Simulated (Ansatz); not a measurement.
# O on the 1x1 (100) surface of rock-salt MgO (cut with top plane Mg + O), one in a 2x2 cell, started at the site 'top O'

Host crystal: rock-salt MgO, with a band gap (PBE, scalar-relativistic without spin-orbit coupling).

Level of theory: r2SCAN, at the PBE geometry and the start's symmetry (plane waves to 500 eV, PAW; Ansatz, a first-principles code).

Slab: 33 atoms, 6.4 Å thick at the start under the adsorbate (thin: gaps and levels are the slab's own); k 3x3x1, smearing 0.01 eV, dipole-corrected; single point; on the structure that PBE left under its start's symmetry; spin-polarised, no spin-orbit, no U, no dispersion correction. The starting moment vanished. The program's check for a lower electronic state was not made. It is one chosen start, not shown to be the lowest state of the adsorbate.

```json
{
 "energy of the end state, in which the adsorbate paired with a surface O atom, against ½ O2(g) at the same level": "1.08 eV",
 "change_of_the_step_from_the_bottom_to_the_top_vacuum_level_against_the_clean_slab": "1.08 eV",
 "height of the binding atom over the mean of the host atoms within 0.3 Å of the top one": "1.315 Å",
 "magnetic_moment_of_the_cell": "0.00 μB"
}
```

A negative adsorption energy means that the adsorbate is more stable on the surface than in its reference.
